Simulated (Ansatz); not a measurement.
Take ZnSe in the zinc blende structure (space group F-43m, No. 216; a = 5.633 Å) as the base. Axes: x, y, z lie along the cube axes.

Method: PBEsol/PAW in Ansatz (a quantum-chemistry and plane-wave program), no spin-orbit coupling.

Before the change:

| Property | Result |
|---|---|
| Electron mass | 0.091 mₑ (at Γ) |
| Valley order | Γ 1.24 eV; L along ⟨111⟩ 2.48 eV |

One thing is altered: biaxial strain −3.00 %, plane normal [001], relaxed out of plane (Cartesian); in-plane vectors clamped, the third vector and the atoms free.

**Question.** Estimate the effect on the electron mass.

**Answer.** The electron mass becomes 0.10 mₑ out of plane, 0.093 mₑ in plane (at Γ) (base: 0.091 mₑ (at Γ)).

**Question.** Estimate the effect on the valley order.

**Answer.** The valley order (the lowest conduction-band minima on the path, energy above the VBM, named in the base's zone) goes from Γ 1.24 eV; L along ⟨111⟩ 2.48 eV to Γ 1.23 eV; L along [111] 2.37 eV; X along [010] 2.55 eV.

**Question.** Estimate the effect on the energy relative to the base.

**Answer.** The energy rises by 11 meV/atom.

The levels and masses belong to the bands next to the band gap. Effective masses come from finite differences of ±0.01 Å⁻¹. Stability against distortions was not tested.
